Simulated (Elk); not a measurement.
Elk is run on LaTc (P4/mmm, 2 atoms in the cell), and the run fails. The aim is a self-consistent single point with DFT, PBE, all-electron FP-LAPW, Elk's shipped species files, LAPW+lo basis.

Cell that was meant: a = 3.5598 Å, b = 3.5598 Å, c = 4.6659 Å, α = 90.00°, β = 90.00°, γ = 90.00°.

Part of the input:

```
swidth
  0.00734986

maxscl
  2

avec
    6.7270224920    0.0000000000    0.0000000000
    0.0000000000    6.7270224920    0.0000000000
```

The program printed (abridged):

```
│ Self-consistent loop started │
│ Loop number : 1 │
 total energy                :     -12780.0469803
│ Loop number : 2 │
Reached self-consistent loops maximum

Energies :
 Fermi                       :     0.165599976210
 total energy                :     -12780.6365842

Density of states at Fermi energy :    172.8411636
 (states/Hartree/unit cell)

Estimated indirect band gap :   0.1401690319E-02
 from k-point     25 to k-point     17
Estimated direct band gap   :   0.6524561522E-02
 at k-point     14

Charges :
 core                        :    74.00000000
 valence                     :    26.00000000
 interstitial                :    4.889977562
 muffin-tins (core leakage)
  species :    1 (La)
   atom    1                 :    55.11506866     (  0.2245536622E-03)
  species :    2 (Tc)
   atom    1                 :    39.99495378     (  0.1034404598E-06)
 total in muffin-tins        :    95.11002244
 total calculated charge     :    100.0044025
 total charge                :    100.0000000
 error                       :   0.4402483204E-02

│ Self-consistent loop stopped │
```

Problem. Diagnose the run.

Solution. The fault is an iteration limit that is too low. The loop is cut before its threshold is met, so whatever is printed at the end is not self-consistent. To fix it, raise the limit, or leave it to the default. The run ended unconverged after 2 iterations.

The sound input it was made from differs as follows (other fixes are possible):
```diff
-maxscl
-  2
-
```

With that input, the run converged in 19 iterations: total energy -347881.2178 eV; Fermi level (on the code's own zero) 7.28 eV (DFT, PBE, all-electron FP-LAPW, Elk's shipped species files, LAPW+lo basis).

On the sound input: the starting cell was generated: these elements placed on a structure prototype, without a prior relaxation; it need not be a known phase or ordering of this composition. Spin polarisation is off. Values depend on the basis (sphere radii, cutoffs, local orbitals), which need not be converged. The log's line on a gap gives a spacing of levels on this mesh, which the program prints for metals too.
